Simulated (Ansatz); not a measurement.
BaAl4 (I4/mmm, No. 139), treated with PBEsol-D3(BJ) (Ansatz, a program for electronic structure, PAW).

Settings: plane-wave cutoff 520 eV, 18×18×18 k mesh, Fermi–Dirac smearing 0.05 eV, scalar-relativistic PAW data made under PBE.

The cell is scaled about its equilibrium volume:

Shape and atoms are relaxed at each volume.

| V (Å³/atom) | P (GPa) | c (Å) | a (Å) |
|---|---|---|---|
| 21.136 | 2.65 | 11.041 | 4.375 |
| 21.576 | 1.26 | 11.092 | 4.410 |
| 22.016 | 0.00 | 11.142 | 4.445 |
| 22.457 | -1.14 | 11.196 | 4.479 |
| 22.897 | -2.16 | 11.249 | 4.512 |

Note: the bulk modulus comes from volumes at which shape and atoms were relaxed.
